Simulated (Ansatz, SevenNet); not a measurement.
**CsCl-type PdIn: bulk modulus B0 by level of theory**

No measured value is used here.

```tsv
level (code)	value (GPa)	cell (Å³/atom)
SevenNet-l3i5 (SevenNet)	115	18.12
LDA (Ansatz)	150	16.61
PBE (Ansatz)	109	18.06
PBE+SOC (Ansatz)	110	18.04
PBEsol+SOC (Ansatz)	137	17.11
r²SCAN (Ansatz)	133	17.44
r²SCAN+SOC (Ansatz)	133	17.43
HSE06 (Ansatz)	129	17.48
PBE0 (Ansatz)	128	17.45
```

Each level is taken at its own relaxed cell. Cutoffs and k meshes differ between the levels. Ansatz's density-functional and Hartree–Fock values are scalar-relativistic unless marked +SOC, with PAW data made under PBE.

Machine-learned potentials (SevenNet-l3i5) are trained on DFT data, which may include these solids.

Ansatz is a program for electronic structure.
